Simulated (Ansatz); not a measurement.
Base system: Li2O in the anti-fluorite structure (space group Fm-3m, No. 225).

```
Li2O
1.0
    0.00000     2.31307     2.31307
    2.31307     0.00000     2.31307
    2.31307     2.31307     0.00000
O Li
1 2
Cartesian
  0.00000   0.00000   0.00000
  1.15654   1.15654   1.15654
  3.46961   3.46961   3.46961
```

Level of theory: plane-wave PAW DFT at the PBE level (Ansatz, a quantum-chemistry and plane-wave program, 420 eV), no SOC.

One change was made to it. Results:

| quantity | base | after |
|---|---|---|
| hole mass (degenerate bands, along [100]) | 0.92, 1.8, 1.8 mₑ (at Γ) | 0.94, 1.7, 1.7 mₑ (at Γ) |
| lattice parameter a | 4.626 Å | 4.552 Å |
| smallest direct gap | 5.23 eV | 5.59 eV |

Problem. What was done to the base?
A) pressure 30 GPa
B) pressure −1 GPa
C) pressure 4.2 GPa
D) pressure −2 GPa
E) pressure 60 GPa

Solution. C, pressure 4.2 GPa. For comparison, the hole mass in the other runs: pressure 30 GPa gives 0.28, 0.69, 0.69 mₑ (at Γ); pressure −1 GPa gives 0.91, 1.8, 1.8 mₑ (at Γ); pressure −2 GPa gives 0.90, 1.8, 1.8 mₑ (at Γ); pressure 60 GPa gives 1.1, 1.4, 1.4 mₑ (at Γ).

Load acts through the strain it causes; cell and atoms are relaxed under it. Masses are band curvatures over ±0.01 Å⁻¹ around the edge. No phonon test of stability was made. Competing high-pressure phases were not computed.
